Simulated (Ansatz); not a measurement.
Start from GaAs in the zinc blende structure (space group F-43m, No. 216; a = 5.659 Å).

The values are results of DFT with PBEsol, PAW potentials and a 420 eV plane-wave cutoff in Ansatz (a first-principles code), without spin-orbit coupling, earlier PAW set, not measurements.

One change was made to it. Results:

```tsv
quantity	base	after
band gap	0.42 eV	zero
shortest interatomic distance	2.451 Å	2.742 Å
```

**Question.** Which of these changes matches the shifts?
A. As → Bi
B. Ga → In
C. As → Se
D. As → Hg

**Answer.** A, As → Bi. For comparison, the shortest interatomic distance in the other runs: As → Hg gives 2.628 Å; As → Se gives 2.628 Å; Ga → In gives 2.636 Å.

Spin-orbit coupling, missing from the scalar runs, can matter with Bi. No phonon test of stability was made. As relaxed here, GaHg and GaSe are hypothetical phases, not in the database extracts checked. For GaBi in this form, whether it has been made was not checked. The final runs are not spin-polarised. An odd electron count without spin: GaHg and GaSe. A zero or small gap of InAs can be the functional's error rather than a property of the material.
